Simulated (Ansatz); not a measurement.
The parent structure is Mg in the hcp (Mg type) structure (space group P6_3/mmc, No. 194; a = 3.175 Å, c = 5.163 Å; relaxed with 0.1 eV smearing). Axes: x lies along a and z along c of the hexagonal cell.

Computed with Ansatz (an electronic-structure program) PBEsol, scalar-relativistic without spin-orbit coupling.

Base values:

The pressure comes out as 0.0 GPa.

One thing is altered: uniaxial strain ε_xx = +3.00 %, all other strain components held at zero, atoms relaxed at fixed cell.

Q: What does the calculation give for the energy relative to the base after the change?

A: The energy goes up by 3.9 meV/atom.

Q: Predict the new largest internal atomic displacement.

A: The largest internal atomic displacement comes out as 0.017 Å.

Q: How does this affect the pressure?

A: The pressure (mean of the normal stresses, compression positive) goes from zero to -1.0 GPa.

Stability against distortions was not tested.
